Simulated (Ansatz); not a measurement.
**Sr: response to strain**

The reference is Sr in the fcc (Cu type) structure (space group Fm-3m, No. 225).

```
CELL_PARAMETERS angstrom
      0.00000     3.04995     3.04995
      3.04995     0.00000     3.04995
      3.04995     3.04995     0.00000
ATOMIC_POSITIONS crystal
  Sr 0.00000 0.00000 0.00000
```

Strains are applied to the cell and any free atomic positions relax.

All numbers come from r2SCAN/PAW in Ansatz (an electronic-structure program), no SOC.

Candidates:
(a) isotropic strain +2.51 %
(b) isotropic strain +0.65 %
(c) isotropic strain −4.65 %

Notes on the quantities. energy relative to the base: free energy F.

### Question
Order them by energy relative to the base, highest first.

### Answer
(c) isotropic strain −4.65 % (+44 meV/atom), (a) isotropic strain +2.51 % (+11 meV/atom), (b) isotropic strain +0.65 % (+0.7 meV/atom)

Stability against distortions was not tested.
